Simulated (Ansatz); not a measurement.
The reference is CuI in the zinc blende structure (space group F-43m, No. 216; a = 5.862 Å). Axes: x, y, z lie along the cube axes.

All numbers come from LDA (Ansatz, a program for electronic structure, PAW, no spin-orbit coupling).

Before the change:

The valence-band top at Γ is 0.00, 0.00, 0.00 eV and the valley order comes out as Γ 1.22 eV; L along ⟨111⟩ 2.12 eV; X along ⟨100⟩ 2.41 eV.

The change: tensile biaxial strain of 0.50 % in the plane normal to [001], as in epitaxy on a mismatched substrate; the out-of-plane cell vector and the atoms relax.

Task: What does the calculation give for the valence-band top at Γ, out-of-plane strain and valley order after the change?

Result: The valence-band top at Γ (three highest levels, from the VBM) changes from 0.00, 0.00, 0.00 eV to 0.00, -0.02, -0.02 eV; the out-of-plane strain comes out as -0.70 %; the valley order (the lowest conduction-band minima on the path, energy above the VBM, named in the base's zone) goes from Γ 1.22 eV; L along ⟨111⟩ 2.12 eV; X along ⟨100⟩ 2.41 eV to Γ 1.20 eV; L along [1-1-1] 2.10 eV; X along [001] 2.36 eV; X along [100] 2.42 eV.

Spin-orbit coupling, missing from the scalar runs, can matter with I. The levels and masses belong to the bands next to the band gap. No phonon test of stability was made. The final runs are not spin-polarised.
